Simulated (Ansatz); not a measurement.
LiCl (model structure, F-43m, No. 216, 2 atoms in the cell)

Computed with G0W0@PBEsol+SOC (hard PAW, contour deformation, complete-basis limit, spin–orbit shift from PBEsol; Ansatz, a first-principles code).

Run with largest k mesh 10×10×10 (not extrapolated in the mesh).

Cell (relaxed with PBEsol):

```yaml
crystal:
  lattice:
    - [0.00000, 2.72003, 2.72003]
    - [2.72003, 0.00000, 2.72003]
    - [2.72003, 2.72003, 0.00000]
  atoms:
    - { symbol: Li, position: [0.00000, 0.00000, 0.00000] }
    - { symbol: Cl, position: [0.25000, 0.25000, 0.25000] }
```

- band gap: 8.92 eV

Note: spin–orbit coupling enters as the shift of the gap found with a semilocal functional; the relaxation could raise the start's symmetry but not lower it, so the cell can be a saddle point.

A model structure was made by putting elements into a prototype or built by hand; it is no filed structure, need not be a known phase, and can be a saddle point held by its symmetry.
